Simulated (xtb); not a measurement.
xtb 6.7.1, GFN1-xTB: W(OMe)(H)5 (C[O][WH5]), 11 atoms. The geometry is a generated start, not checked to be a minimum at this level.

```yaml
method: GFN1-xTB
"--acc": 1 (default)
"--etemp (K)": 300 (default)
detailed input (--input): "none: ANC optimiser, Lindh (1995) Hessian, microcycle=20, maxdispl=1.0, hlow=0.01 (default)"
basis_functions: 34
valence_electrons: 24
```

```xyz
11

W     -0.0914     0.5197     1.1777
O      0.0594    -0.2257    -0.5057
C      0.1442    -0.7851    -1.7777
H     -0.5436    -0.2682    -2.4661
H      1.1710    -0.6923    -2.1661
H     -0.1259    -1.8530    -1.7416
H     -0.2592     1.2990     2.9222
H     -1.3214    -0.7458     1.5762
H     -1.4058     1.5886     0.5440
H      1.2259    -0.5869     1.7336
H      1.1468     1.7497     0.7035
```

Charge 0 and multiplicity 1 are set for this test and not shown to be the ground state.

The structure is relaxed from this start with --opt LEVEL for the levels crude, sloppy, loose, lax, normal, tight, vtight, extreme, once each. Up to the end of the extreme run atoms move by at most 1.9 Å along an axis.

**Question.** Choose the cheapest level whose final energy lies within 5 meV of that of extreme.

**Answer.** tight: 37 cycles against 42, ending 0.062 meV above.

| level | cycles | energy above the extreme run (meV) | gradient norm (eV/Å) |
|---|---|---|---|
| crude | 7 | 800 | 0.36 |
| sloppy | 12 | 800 | 0.042 |
| loose | 12 | 800 | 0.042 |
| lax | 12 | 800 | 0.042 |
| normal | 12 | 800 | 0.042 |
| tight | 37 | 0.062 | 0.034 |
| vtight | 41 | under 0.01 | 0.0028 |
| extreme | 42 | — | 0.0020 |
